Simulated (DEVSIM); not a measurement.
Structure: abrupt Ge n-p junction, at 400 K.

Layer 1 from the left is Ge, thickness (μm) 8.80, Nd (cm⁻³) 1.1e16, τn (s) 1.7e-6, τp (s) 1.7e-6. Layer 2 from the left is Ge, thickness (μm) 120, Na (cm⁻³) 3.3e15, τn (s) 1.7e-6, τp (s) 1.7e-6.

Left contact: ohmic. Right contact: ohmic. Voltage is applied to the left contact. Recombination: SRH at mid-gap, radiative. Mobility is μmin + (μ − μmin)/(1 + (N/Nref)^α).

Constants are typed, rounded textbook-type inputs, not results; the design itself was drawn at random and stands for no fabricated device. Values at 300 K; Nc and Nv go as T^1.5, mobilities as T to minus their exponent, the gap by Varshni's rule with the affinity fixed.

Ge: gap (eV) 0.664, affinity (eV) 4, permittivity 16, Nc (cm⁻³) 1.04e19, Nv (cm⁻³) 6e18, μn (cm²/Vs) 3900, μp (cm²/Vs) 1900, μn,min 150, μp,min 100, Nref,n 2.6e17, Nref,p 4e17, αn 0.56, αp 0.6, T exponent of μn 1.66, T exponent of μp 2.33, B (cm³/s) 6.4e-14, Varshni α (eV/K) 0.000477, Varshni β (K) 235.

DEVSIM, 1D drift-diffusion, Boltzmann statistics, complete ionisation; no tunnelling, impact ionisation, image-force lowering or self-heating.

**Question.** What does the simulation give for the largest field in the device at zero bias, the potential step across the device at zero bias, the dark forward voltage at 100 A/cm²?

**Answer.** largest field in the device at zero bias 6700 V/cm; potential step across the device at zero bias 0.105 V; dark forward voltage at 100 A/cm² 0.512 V.
